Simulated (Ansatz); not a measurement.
The parent structure is YAs in the zinc blende structure (space group F-43m, No. 216; a = 6.3909 Å; a hypothetical phase, not in the database extracts checked).

One thing is altered: hydrostatic tension (pressure −1 GPa).

Level of theory: plane-wave PAW DFT at the PBEsol level (Ansatz, a program for electronic structure, 420 eV), without spin-orbit coupling.

Base, band edges from the VBM (valence, conduction): X 0.00, 1.48; W -0.05, 1.55; L -0.50, 3.40; Γ -0.80, 2.52; K -0.14, 1.70; U -0.14, 1.70 eV.

Give the band edges at the high-symmetry points of the new zone, measured from its valence-band maximum.


```json
[
 {"point": "Γ", "valence edge (eV)": "-0.77", "conduction edge (eV)": "2.47"},
 {"point": "X", "valence edge (eV)": "0.00", "conduction edge (eV)": "1.50"},
 {"point": "U", "valence edge (eV)": "-0.13", "conduction edge (eV)": "1.71"},
 {"point": "K", "valence edge (eV)": "-0.13", "conduction edge (eV)": "1.71"},
 {"point": "L", "valence edge (eV)": "-0.47", "conduction edge (eV)": "3.36"},
 {"point": "W", "valence edge (eV)": "-0.05", "conduction edge (eV)": "1.57"}
]
```

The gap is 1.50 eV, direct at X.

Load acts through the strain it causes; cell and atoms are relaxed under it. Whether these cells are dynamically stable was not tested.
